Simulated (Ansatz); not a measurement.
# BaO under a change: O → S

Take BaO in the rock salt structure (space group Fm-3m, No. 225; a = 5.490 Å) as the base.

It is then changed as follows: S takes the place of O on all its sites; the structure is relaxed again.

Computed with Ansatz (a first-principles code) PBEsol, no spin-orbit coupling. Settings: 9×9×9 k-points, 0.05 eV Fermi–Dirac smearing, for the changed cell.

```csv
quantity,base,changed,shift
volume per atom,20.68 Å³,31.73 Å³,+11.05 Å³
lattice parameter a,5.490 Å,6.332 Å,+0.842 Å
band gap,1.84 eV,2.04 eV,+0.20 eV
gap character,direct at X,"indirect, Γ → X",–
smallest direct gap,1.84 eV,2.13 eV,+0.29 eV
electron mass,"1.2 mₑ along k, 0.38 mₑ across (at X)","1.3 mₑ along k, 0.32 mₑ across (at X)",–
"hole mass (degenerate bands, along [100])",–,"0.21, 2.6, 2.6 mₑ (at Γ)",–
```

Final structure:

```
BaS
1.0
    0.00000     3.16582     3.16582
    3.16582     0.00000     3.16582
    3.16582     3.16582     0.00000
Ba S
1 1
Cartesian
  0.00000   0.00000   0.00000
  3.16582   3.16582   3.16582
```

Masses are band curvatures over ±0.01 Å⁻¹ around the edge. Along k means along the line from Γ to the band edge. Semilocal Kohn–Sham gaps tend to fall short of experiment. Whether these cells are dynamically stable was not tested.
